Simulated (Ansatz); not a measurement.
Partial pair distribution functions of a relaxed model of amorphous In$_{9}$Ga$_{9}$Zn$_{9}$O$_{37}$K$_{2}$, broadened by 0.06 Å; density 5.63 g/cm³. These are PBE, scalar-relativistic without spin-orbit coupling (plane waves to 420 eV, PAW; Ansatz, a program for electronic structure) values and carry that method's errors.

Preparation: random packing, a CHGNet melt and quench, and a DFT relaxation. O atoms were pushed apart under 1.9 Å during the dynamics, to hinder bonds among them. The hot cell started wider than the set density and was brought back towards it in steps. It is the lowest in DFT energy of 2 quenches. It is a model cell: composition and starting density were chosen by hand, and all elements were melted together. No dispersion term was used. Its density started from a set value of 5.63 and ended at 5.63 g/cm³. The quench (nominally 210 K/ps over its main leg) was far faster than any real one, so the model tends to hold more defects than a real film. A cell of this size samples the disorder only roughly. The volume was held where the preparation left it and the shape relaxed, at a PBE pressure of 4.2 GPa. Stress components on the final sampling reach 4.3 GPa.

```json
[
 {"r (Å)": "1.60", "g In-O": "0.00", "g Ga-O": "0.00", "g In-In": "0.00", "g Ga-Ga": "0.00"},
 {"r (Å)": "1.70", "g In-O": "0.00", "g Ga-O": "0.45", "g In-In": "0.00", "g Ga-Ga": "0.00"},
 {"r (Å)": "1.80", "g In-O": "0.00", "g Ga-O": "6.79", "g In-In": "0.00", "g Ga-Ga": "0.00"},
 {"r (Å)": "1.90", "g In-O": "0.19", "g Ga-O": "10.90", "g In-In": "0.00", "g Ga-Ga": "0.00"},
 {"r (Å)": "2.00", "g In-O": "2.75", "g Ga-O": "2.70", "g In-In": "0.00", "g Ga-Ga": "0.00"},
 {"r (Å)": "2.10", "g In-O": "7.25", "g Ga-O": "0.54", "g In-In": "0.00", "g Ga-Ga": "0.00"},
 {"r (Å)": "2.20", "g In-O": "6.54", "g Ga-O": "0.46", "g In-In": "0.00", "g Ga-Ga": "0.00"},
 {"r (Å)": "2.30", "g In-O": "2.75", "g Ga-O": "0.25", "g In-In": "0.00", "g Ga-Ga": "0.00"},
 {"r (Å)": "2.40", "g In-O": "1.44", "g Ga-O": "0.14", "g In-In": "0.00", "g Ga-Ga": "0.00"},
 {"r (Å)": "2.50", "g In-O": "0.39", "g Ga-O": "0.04", "g In-In": "0.00", "g Ga-Ga": "0.00"},
 {"r (Å)": "2.60", "g In-O": "0.02", "g Ga-O": "0.20", "g In-In": "0.00", "g Ga-Ga": "0.00"},
 {"r (Å)": "2.70", "g In-O": "0.00", "g Ga-O": "0.07", "g In-In": "0.00", "g Ga-Ga": "0.18"},
 {"r (Å)": "2.80", "g In-O": "0.02", "g Ga-O": "0.01", "g In-In": "0.00", "g Ga-Ga": "2.20"},
 {"r (Å)": "2.90", "g In-O": "0.14", "g Ga-O": "0.12", "g In-In": "0.00", "g Ga-Ga": "2.75"},
 {"r (Å)": "3.00", "g In-O": "0.08", "g Ga-O": "0.11", "g In-In": "0.18", "g Ga-Ga": "3.57"},
 {"r (Å)": "3.10", "g In-O": "0.05", "g Ga-O": "0.29", "g In-In": "1.12", "g Ga-Ga": "4.05"},
 {"r (Å)": "3.20", "g In-O": "0.19", "g Ga-O": "0.56", "g In-In": "0.67", "g Ga-Ga": "3.75"},
 {"r (Å)": "3.30", "g In-O": "0.31", "g Ga-O": "0.75", "g In-In": "2.90", "g Ga-Ga": "1.57"},
 {"r (Å)": "3.40", "g In-O": "0.50", "g Ga-O": "1.22", "g In-In": "3.52", "g Ga-Ga": "0.34"},
 {"r (Å)": "3.50", "g In-O": "0.74", "g Ga-O": "1.31", "g In-In": "0.98", "g Ga-Ga": "0.95"},
 {"r (Å)": "3.60", "g In-O": "0.84", "g Ga-O": "0.67", "g In-In": "1.24", "g Ga-Ga": "0.75"},
 {"r (Å)": "3.70", "g In-O": "0.58", "g Ga-O": "1.00", "g In-In": "2.47", "g Ga-Ga": "0.63"},
 {"r (Å)": "3.80", "g In-O": "0.69", "g Ga-O": "0.96", "g In-In": "2.77", "g Ga-Ga": "0.16"},
 {"r (Å)": "3.90", "g In-O": "1.06", "g Ga-O": "1.21", "g In-In": "2.19", "g Ga-Ga": "0.72"},
 {"r (Å)": "4.00", "g In-O": "1.31", "g Ga-O": "1.32", "g In-In": "0.59", "g Ga-Ga": "0.65"},
 {"r (Å)": "4.10", "g In-O": "1.78", "g Ga-O": "1.09", "g In-In": "0.02", "g Ga-Ga": "0.65"},
 {"r (Å)": "4.20", "g In-O": "1.29", "g Ga-O": "1.41", "g In-In": "0.00", "g Ga-Ga": "0.96"},
 {"r (Å)": "4.30", "g In-O": "1.01", "g Ga-O": "1.47", "g In-In": "0.00", "g Ga-Ga": "0.84"},
 {"r (Å)": "4.40", "g In-O": "1.11", "g Ga-O": "1.51", "g In-In": "0.00", "g Ga-Ga": "0.06"},
 {"r (Å)": "4.50", "g In-O": "1.35", "g Ga-O": "1.29", "g In-In": "0.00", "g Ga-Ga": "0.00"},
 {"r (Å)": "4.60", "g In-O": "1.18", "g Ga-O": "1.50", "g In-In": "0.00", "g Ga-Ga": "0.00"}
]
```

Within 2.62 Å each In has 5.44 O neighbours on average.
